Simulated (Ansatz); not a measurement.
The starting structures come from a database of crystals and need not be the phases stable at ambient conditions.

By PBEsol, the system below comes out a metal.

The ballistic (Sharvin) conductance counts the channels at the Fermi level: G/A = (e²/h) × channels of both spins per area.

Input:

```
Al3V
1.0
    3.90535     0.00000     0.00000
    0.00000     3.90535     0.00000
    0.00000     0.00000     3.90535
Al V
3 1
Cartesian
  1.95267   1.95267   0.00000
  0.00000   1.95267   1.95267
  1.95267   0.00000   1.95267
  0.00000   0.00000   0.00000
```

Space group of this cell: Pm-3m, Cu3Au type. The cell is taken as given; by PBEsol its mean pressure is -3.2 GPa.

The current flows along the normal of the first two printed cell vectors, the (001) plane of the conventional cell. No spin-orbit coupling; the value is a mean over 0.1 eV about the Fermi level.

**Question.** Give the ballistic conductance per area that Ansatz (an electronic-structure program) with PBEsol yields.

**Answer.** 0.85 × 10¹⁵ S/m² for both spins.
